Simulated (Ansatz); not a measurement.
Levels about the gap of amorphous Si24O47F2 (73 atoms in a cell of 1192 Å³, 2.04 g/cm³; zone centre alone, so wide bands show as single levels with stretches between that a denser mesh fills), at the geometry that PBE relaxed, where it gives -4.0 GPa on a denser mesh. The participation number counts the atoms over which a state spreads; weights are charges in smoothed Voronoi cells. The levels come from a single point, so bond lengths are those of that geometry. Method of the levels: PBE, scalar-relativistic without spin-orbit coupling (Ansatz, a program for electronic structure). Sampling: the zone centre alone; Fermi-Dirac width 0.02 eV; no spin polarisation.

It comes from a melt-quench run on a machine-learned potential (CHGNet), relaxed afterwards by DFT. O and F atoms were pushed apart under 1.9 Å during the dynamics, to hinder bonds among them. The hot cell started wider than the set density and was brought back towards it in steps. It is the lowest in DFT energy of 2 quenches. It is a model cell: composition and starting density were chosen by hand, and all elements were melted together. No dispersion term was used. Its density started from a set value of 2.04 and ended at 2.04 g/cm³. The simulated quench (nominally 150 K/ps over its main leg) is rapid and tends to freeze in more defects than a deposited or slowly cooled glass has. One small periodic cell is one sample of the glass; other quenches scatter about these values. The volume was held where the preparation left it, at a PBE pressure of -4.0 GPa (tension). Stress components on the final sampling reach 7.0 GPa.

| E - E(highest filled), eV | filling | participation number | largest on | weight O | weight Si | weight F |
|---|---|---|---|---|---|---|
| -0.22 | filled | 26.6 | O, 2 neighbours | 0.96 | 0.04 | 0.00 |
| -0.21 | filled | 31.6 | O, 2 neighbours | 0.96 | 0.03 | 0.00 |
| -0.13 | filled | 31.1 | O, 2 neighbours | 0.97 | 0.03 | 0.00 |
| -0.12 | filled | 16.4 | O, 2 neighbours | 0.96 | 0.04 | 0.00 |
| -0.09 | filled | 21.7 | O, 2 neighbours | 0.96 | 0.03 | 0.00 |
| -0.05 | filled | 20.4 | O, 2 neighbours | 0.96 | 0.03 | 0.01 |
| 0.00 | filled | 31.1 | O, 2 neighbours | 0.97 | 0.03 | 0.00 |
| 4.80 | empty | 46.1 | Si, 4 neighbours | 0.61 | 0.37 | 0.02 |
| 5.85 | empty | 25.4 | Si, 4 neighbours | 0.55 | 0.44 | 0.01 |
| 6.40 | empty | 28.7 | Si, 4 neighbours | 0.58 | 0.41 | 0.01 |
| 6.63 | empty | 28.1 | Si, 4 neighbours | 0.60 | 0.39 | 0.00 |
| 6.73 | empty | 38.5 | O, 2 neighbours | 0.64 | 0.33 | 0.02 |
| 6.85 | empty | 38.1 | Si, 4 neighbours | 0.63 | 0.36 | 0.01 |

Most localised among these is the filled level at -0.12 eV, on a O atom, which has 2 neighbours (Si 1.65 Å, Si 1.66 Å).
